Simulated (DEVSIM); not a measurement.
Device: abrupt Si p-n junction, at 250 K.

| layer (left to right) | material | thickness (μm) | Nd (cm⁻³) | Na (cm⁻³) | τn (s) | τp (s) |
|---|---|---|---|---|---|---|
| 1 | Si | 2.90 | - | 1.7e15 | 3.5e-7 | 3.5e-7 |
| 2 | Si | 1.40 | 5.8e16 | - | 3.5e-7 | 3.5e-7 |

Left contact: ohmic. Right contact: ohmic. Voltage is applied to the left contact. Recombination: SRH at mid-gap, Auger. Mobility is μmin + (μ − μmin)/(1 + (N/Nref)^α).

The device is made up for the run: typed textbook-type constants, with dimensions and the other settings drawn at random. Values at 300 K; Nc and Nv go as T^1.5, mobilities as T to minus their exponent, the gap by Varshni's rule with the affinity fixed.

| parameter | Si |
|---|---|
| gap (eV) | 1.124 |
| affinity (eV) | 4.05 |
| permittivity | 11.7 |
| Nc (cm⁻³) | 2.86e19 |
| Nv (cm⁻³) | 3.1e19 |
| μn (cm²/Vs) | 1417 |
| μp (cm²/Vs) | 470 |
| μn,min | 52 |
| μp,min | 45 |
| Nref,n | 9.7e16 |
| Nref,p | 2.2e17 |
| αn | 0.68 |
| αp | 0.72 |
| T exponent of μn | 2.3 |
| T exponent of μp | 2.2 |
| Cn (cm⁶/s) | 2.8e-31 |
| Cp (cm⁶/s) | 9.9e-32 |
| Varshni α (eV/K) | 0.000473 |
| Varshni β (K) | 636 |

Simulated with DEVSIM: 1D drift-diffusion, Boltzmann statistics, complete ionisation; no tunnelling, impact ionisation, image-force lowering or self-heating.

The thickness of layer 1 was swept, all else fixed.

```tsv
thickness of layer 1 (μm)	dark forward voltage at 100 A/cm² (V)	dark forward voltage at 1 A/cm² (V)
0.58	0.711	0.594
1	0.729	0.616
1.7	0.745	0.631
2.9	0.762	0.645
4.9	0.782	0.657
8.7	0.806	0.670
14	0.835	0.680
```

From the first row to the last the dark forward voltage at 100 A/cm² goes from 0.711 to 0.835. From the first row to the last the dark forward voltage at 1 A/cm² goes from 0.594 to 0.680.
